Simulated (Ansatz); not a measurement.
Density of states of BeSe (F-43m) above the conduction band minimum, PBEsol with spin-orbit coupling, rigid bands in Ansatz (a quantum-chemistry and plane-wave program); cell volume 33.7 Å³.

(energy from edge (eV), 10⁻³ states/eV/cell): (0.006, 13.1); (0.031, 29.9); (0.056, 40.4); (0.081, 49.3); (0.106, 57.3); (0.131, 64.7); (0.156, 71.4); (0.181, 78.1); (0.206, 84.7); (0.231, 91.2); (0.256, 97.5); (0.281, 104); (0.319, 113); (0.344, 119); (0.369, 126); (0.394, 132); (0.419, 138); (0.444, 145); (0.469, 152); (0.494, 158); (0.519, 165); (0.544, 172); (0.569, 179); (0.594, 186)

**Question.** What effective density of states at 300 K does this give (∫ g(E) exp(−E/k_BT) dE, both spins, divided by the cell's size)?

**Answer.** 1.9e19 cm⁻³, a density-of-states mass of 0.83 mₑ, valleys and band degeneracy included.

Geometry: cell and atoms relaxed with PBEsol.
